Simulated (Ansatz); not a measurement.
Ansatz (a program for electronic structure) run on LuInNi4 (P1, 6 atoms in the cell): self-consistent single point.

Computed with PBEsol, default PAW files made with PBE (plane waves; Ansatz).

```xyz
6
Lattice="0.0000 3.4585 3.4585 3.4585 0.0000 3.4585 3.4585 3.4585 0.0000" Properties=species:S:1:pos:R:3 pbc="T T T"
Lu     3.3929     3.4171     3.3593
In     5.3255     5.3795     5.2032
Ni     0.8805     2.5831     2.6398
Ni     2.5870     2.5563     0.8121
Ni     2.4726     0.8986     2.6614
Ni     0.9048     0.7287     0.8875
```

Reference input (self-consistent single point, DFT, PBEsol, plane waves, default PAW files made with PBE): basis.ecutwfc = 420 eV; kpoints.mp_grid.grid = 6 6 6; hamiltonian.xc = pbesol; hamiltonian.pseudopotentials = {kind: paw} (the program's default PAW files); scf.occupations.method = fermi_dirac; scf.occupations.width = 0.05 eV. This run's input differs from it in these lines:

Ansatz 0.2 input:
```diff
@@ -15,3 +15,3 @@
 kpoints:
-  mp_grid: { grid: [6, 6, 6] }
+  mp_grid: { grid: [4, 4, 4] }
 hamiltonian:
@@ -20,3 +20,3 @@
 scf:
-  occupations: { method: fermi_dirac, width: 0.05 }
+  occupations: { method: fermi_dirac, width: 0.1 }
 output:
```

Output (repeated stretches shortened):

```
SCF iter   1: F=—  HF=-43358.965265 eV  |F-HF|=—  |Δ(HF+E_count)|=         —  Δρ=2.57e-2  dr2=3.66e-1  ethr=1.77e-3  ⟨swp⟩=5.1  Hψ=9890  notcnv=0  defer=4
all-band conjugate gradients solve this SCF's bands
preconditioner: auto → Kerker (q_TF=auto, 2.861 Å⁻¹)
SCF iter   2: F=—  HF=-43358.925109 eV  |F-HF|=—  |Δ(HF+E_count)|=   4.02e-2  Δρ=7.64e-3  dr2=4.14e-2  ethr=3.33e-4  ⟨swp⟩=2.2  Hψ=5008  notcnv=0  defer=75
   [... lines left out ...]
SCF iter   6: F=—  HF=-43358.920619 eV  |F-HF|=—  |Δ(HF+E_count)|=   4.24e-6  Δρ=5.23e-4  dr2=1.59e-4  ethr=1.99e-7  ⟨swp⟩=2.4  Hψ=4737  notcnv=0  defer=76
SCF iter   7: F=—  HF=-43358.920591 eV  |F-HF|=—  |Δ(HF+E_count)|=   2.82e-5  Δρ=5.30e-5  dr2=1.68e-6  ethr=1.45e-7  ⟨swp⟩=2.0  Hψ=3338  notcnv=0  defer=76
SCF iter   8: F=—  HF=-43358.920585 eV  |F-HF|=—  |Δ(HF+E_count)|=   5.93e-6  Δρ=2.59e-5  dr2=3.65e-7  ethr=1.53e-9  ⟨swp⟩=2.3  Hψ=4385  notcnv=0  defer=76
SCF iter   9: F=-43358.920585 eV  HF=-43358.920585 eV  |F-HF|=2.90e-8  |Δ(HF+E_count)|=   1.27e-7  Δρ=6.95e-6  dr2=2.50e-8  ethr=9.09e-11  ⟨swp⟩=12.1  Hψ=15071  notcnv=0
SCF 1 converged in 9 iterations: F = -43358.920585 eV  dr2 = 2.50e-8
Free energy (F): -43358.920585 eV
Internal energy: -43358.781274 eV  (E = F + TS)
E sigma→0 (E₀):  -43358.850929 eV
Entropy (-TS):   -0.139310 eV (-23.218 meV/atom)
Fermi energy:    17.837044 eV
--- Forces (eV/Å), atoms counted from 1 ---
  atom   1  Lu     0.93089098     0.75320711     0.65628864
  atom   2  In    -0.81421515    -1.60105769    -0.06753802
  atom   3  Ni    -0.46954397     0.25420823    -0.79581447
  atom   4  Ni    -0.29048325    -0.12759707     0.42243664
  atom   5  Ni     1.24837112    -0.35572702     0.10232976
  atom   6  Ni    -0.60498417     1.07699703    -0.31765644
--- Stress (GPa, compression-positive) ---
        1.815613      -0.337786      -2.336163
       -0.337787       1.674368      -1.703768
       -2.336163      -1.703767       0.970051
  P = ⅓ Tr σ = 1.4867 GPa (14.867 kbar)
  The stress holds the Pulay correction. Without it, at fixed plane waves, as pw.x and ABINIT print it: P = 1.4224 GPa
```

The run converged in 9 iterations. Against the reference run the free energy falls by 10.8 meV/atom, the pressure moves little (1.50 to 1.49 GPa) and the largest force goes from 1.812 to 1.797 eV/Å.

The starting cell comes from a database of computed structures (which also holds hypothetical and non-ambient phases and stackings), without a prior relaxation at this level. Its atoms were displaced at random from the sites of space group no. 216. Spin polarisation is off. Forces in this geometry exceed 1 eV/Å. Ansatz's pressure includes its estimate of the finite-basis (Pulay) stress.
